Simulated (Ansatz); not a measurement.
The starting structures come from a database of crystals and need not be the phases stable at ambient conditions.

# Evanescent states of NbPO5 (P4/nmm, not sure to be the ambient phase, 14 atoms a cell, 12.8 Å³ an atom, -7 GPa at this level) along the normal of (111)

Method: PBEsol (plane waves, PAW; Ansatz, an electronic-structure program).

The gap is the functional's own, uncorrected, and κ follows it; spin-orbit coupling is left out. Mid-gap values are interpolated between the computed energies.

Energies count from the valence-band top; κ is the least over a 4×4 mesh across the current.

```csv
E (eV),κ (1/Å),where
0.07,0.223,Γ
0.23,0.333,off Γ
0.38,0.346,off Γ
0.53,0.356,off Γ
0.68,0.366,off Γ
0.82,…,off Γ
0.97,…,off Γ
1.12,…,off Γ
1.27,…,off Γ
1.43,…,Γ
1.57,…,Γ
1.73,…,Γ
1.88,…,Γ
2.02,…,Γ
2.17,…,Γ
2.33,…,Γ
2.48,0.370,off Γ
2.62,0.339,off Γ
2.77,0.300,off Γ
2.92,0.240,off Γ
3.08,0.105,off Γ
```

Q: Complete the blanks.

A: 
- 0.82, κ (1/Å): 0.374
- 0.97, κ (1/Å): 0.381
- 1.12, κ (1/Å): 0.387
- 1.27, κ (1/Å): 0.392
- 1.43, κ (1/Å): 0.396
- 1.57, κ (1/Å): 0.398
- 1.73, κ (1/Å): 0.398
- 1.88, κ (1/Å): 0.399
- 2.02, κ (1/Å): 0.398
- 2.17, κ (1/Å): 0.397
- 2.33, κ (1/Å): 0.395
